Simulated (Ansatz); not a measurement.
## SnO2: isotropic strain +4.99 %

Base system: SnO₂ in the rutile structure (space group P4_2/mnm, No. 136; a = 4.8275 Å, c = 3.2382 Å).

One thing is altered: an isotropic linear strain of +4.99 %, atoms relaxed at fixed cell.

Calculations: Ansatz (a quantum-chemistry and plane-wave program) PBE, without spin-orbit coupling. Settings: 7×7×10 k-points, 0.05 eV Fermi–Dirac smearing.

- Volume per atom: 14.56 Å³ (base 12.58 Å³)
- Space group: P4_2/mnm (No. 136) (base P4_2/mnm (No. 136))
- Energy relative to the base (free energy F): +126 meV/atom
- Band gap: zero (an upper bound: an edge found on the path is not a true extremum; the base alone) (base 0.68 eV)
- Largest internal atomic displacement: 0.034 Å

Final structure:

```
CELL_PARAMETERS angstrom
      5.06844     0.00000     0.00000
      0.00000     5.06844     0.00000
      0.00000     0.00000     3.39974
ATOMIC_POSITIONS crystal
  Sn 0.00000 0.00000 0.00000
  Sn 0.50000 0.50000 0.50000
  O  0.31132 0.31132 0.00000
  O  0.81132 0.18868 0.50000
  O  0.18868 0.81132 0.50000
  O  0.68868 0.68868 0.00000
```

No phonon test of stability was made. All final runs are without spin polarisation. Gaps under 0.05 eV, about the width of the smearing, are given as zero. The zero or small gap of SnO2 under isotropic strain +4.99 % can change with the level of theory.
